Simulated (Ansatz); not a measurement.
The parent structure is a 12-atom supercell of SnO2 in the rutile structure (space group P4_2/mnm, No. 136) at its relaxed geometry.

```
SnO2
1.0
    4.82754     0.00000    -3.23815
    0.00000     4.82754    -3.23815
    0.00000     4.82754     3.23815
Sn O
4 8
Cartesian
  0.00000   0.00000   0.00000
  0.00000   4.82754   0.00000
  2.41377   7.24131  -1.61908
  2.41377   2.41377  -1.61908
  1.48002   1.48002   0.00000
  1.48002   6.30756   0.00000
  3.89379   5.76129  -1.61908
  3.89379   5.76129  -4.85723
  0.93375   3.89379   1.61908
  0.93375   3.89379  -1.61908
  3.34752   3.34752   0.00000
  3.34752   3.34752  -3.23815
```

Method: Ansatz (an electronic-structure program), PBE, PAW, cutoff 420 eV, no spin-orbit coupling.

One neutral defect a cell, atoms relaxed at fixed cell.

One change was made to it. Results:

```json
[
 {"quantity": "pressure", "base": "0.0 GPa", "after": "2.5 GPa"},
 {"quantity": "largest displacement of a host atom from its site in the perfect cell", "base": "–", "after": "0.63 Å"}
]
```

### Question
Name the change that was made.
A. Sn interstitial (started 1.76 Å from the nearest host atom), symmetric start
B. O on a Sn site (antisite), symmetric start
C. Sn vacancy
D. Pb on a Sn site

### Answer
C, Sn vacancy. For comparison, the pressure in the other runs: Sn interstitial (started 1.76 Å from the nearest host atom), symmetric start gives 36.9 GPa; Pb on a Sn site gives 7.2 GPa; O on a Sn site (antisite), symmetric start gives -3.8 GPa.

The magnetic state is the one reached from the starting moments; the real material's order can differ, and small cells can't hold many antiferromagnetic ones. The cell is small, so the values are those of an ordered compound at a high defect concentration; dilute-limit values will differ. The mesh was chosen for an insulator and is coarse for the gapless case. Defects with a symmetric start kept the site's symmetry and may sit on a saddle; the others started slightly shaken. Seeded moments were not kept for Sn interstitial (started 1.76 Å from the nearest host atom) and Pb on a Sn site.
